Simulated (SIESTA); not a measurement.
SIESTA run on TiO₂ (I4_1/amd, 6 atoms in the cell): self-consistent single point.

Computed with GGA PBE, numerical atomic orbitals TZP, PseudoDojo PBE standard norm-conserving potentials (rewritten from UPF to PSML) (SIESTA).

```
TiO2
1.0
   -1.89250     1.89250     4.75500
    1.89250    -1.89250     4.75500
    1.89250     1.89250    -4.75500
Ti O
2 4
Direct
  0.75000   0.25000   0.50000
  0.00000   0.00000   0.00000
  0.54200   0.04200   0.50000
  0.79200   0.79200   0.00000
  0.20800   0.20800   0.00000
  0.95800   0.45800   0.50000
```

Reference input (self-consistent single point, DFT, GGA PBE, numerical atomic orbitals TZP, PseudoDojo PBE standard norm-conserving potentials (rewritten from UPF to PSML)): XC.functional = GGA; XC.authors = PBE; potentials = PseudoDojo PBE standard; PAO.BasisSize = TZP; PAO.EnergyShift = 0.01 Ry; MeshCutoff = 400 Ry; kgrid.MonkhorstPack = 6 6 6; OccupationFunction = FD; ElectronicTemperature = 580.23 K; MaxSCFIterations = 150; SCF.Mixer.Method = Pulay; SCF.Mixer.Weight = 0.2. This run's input differs from it in these lines:

```diff
@@ -32,5 +32,5 @@
 %block kgrid.MonkhorstPack
-    6   0   0  0.0
-    0   6   0  0.0
-    0   0   6  0.0
+    4   0   0  0.0
+    0   4   0  0.0
+    0   0   4  0.0
 %endblock kgrid.MonkhorstPack
```

Output (repeated stretches shortened):

```
        iscf     Eharris(eV)        E_KS(eV)     FreeEng(eV)     dDmax    Ef(eV) dHmax(eV)
   scf:    1    -4974.550351    -5017.778073    -5017.778073  1.620115 -5.204677 14.271606
   scf:    2    -5045.530063    -5034.476481    -5034.476481  0.142535 -5.752253  6.156416
   scf:    3    -5035.235644    -5036.933520    -5036.933520  0.096768 -6.342601  1.656680
   scf:    4    -5035.541958    -5036.915018    -5036.915018  0.059608 -6.377837  2.392432
   scf:    5    -5036.431778    -5037.179525    -5037.179525  0.050704 -6.585697  1.521580
   [... 2 lines left out ...]
   scf:    8    -5037.391094    -5037.383036    -5037.383036  0.002676 -6.450542  0.192456
   scf:    9    -5037.387565    -5037.386194    -5037.386194  0.002243 -6.472907  0.031701
   scf:   10    -5037.386297    -5037.386281    -5037.386281  0.000470 -6.465247  0.000549
   scf:   11    -5037.386281    -5037.386281    -5037.386281  0.000009 -6.465118  0.000016
SCF Convergence by DM+H criterion
max |DM_out - DM_in|         :     0.0000092466
max |H_out - H_in|      (eV) :     0.0000158823
SCF cycle converged after 11 iterations

Using DM_out to compute the final energy and forces

siesta: E_KS(eV) =            -5037.3863

siesta: E_KS - E_eggbox =     -5037.3863

siesta: Atomic forces (eV/Ang):
     1   -0.002908    0.002908    0.000000
     2    0.002908   -0.002908   -0.000000
     3    0.000096    0.003687   -0.117310
     4    0.003687    0.000096   -0.117310
     5   -0.000096   -0.003687    0.117310
     6   -0.003687   -0.000096    0.117310
   Tot   -0.000000    0.000000    0.000000
   Max    0.117310
   Res    0.055345    sqrt( Sum f_i^2 / 3N )
   Max    0.117310    constrained

   [... lines left out ...]
siesta: FreeEng =     -5037.386281
siesta: Cell volume =         68.121200 Ang**3
siesta:          27.92063542         29.29358542  kBar
   [... lines left out ...]
             -0.437   0.547   0.673   0.760   0.005   0.003   0.008   0.009

              0.006

mulliken: Qtot =       48.000

Mulliken Atomic Populations:
Atom #   charge [q] valence [e]  Species
     1     0.891261   11.108739  Ti
     2     0.891261   11.108739  Ti
     3    -0.445630    6.445630  O
     4    -0.445630    6.445630  O
     5    -0.445630    6.445630  O
     6    -0.445630    6.445630  O
 Total     0.000000
```

The run converged in 11 iterations. Against the reference run the free energy goes up by 1.2 meV/atom, the pressure moves little (2.80 to 2.79 GPa), the largest force goes from 0.108 to 0.117 eV/Å and the gap on the mesh moves little (1.971 to 1.967 eV).

The starting cell has typed, rounded lattice constants, without a prior relaxation at this level. Values carry the incompleteness of an atom-centred basis.

Cost on one core of a shared machine: roughly 60 s.
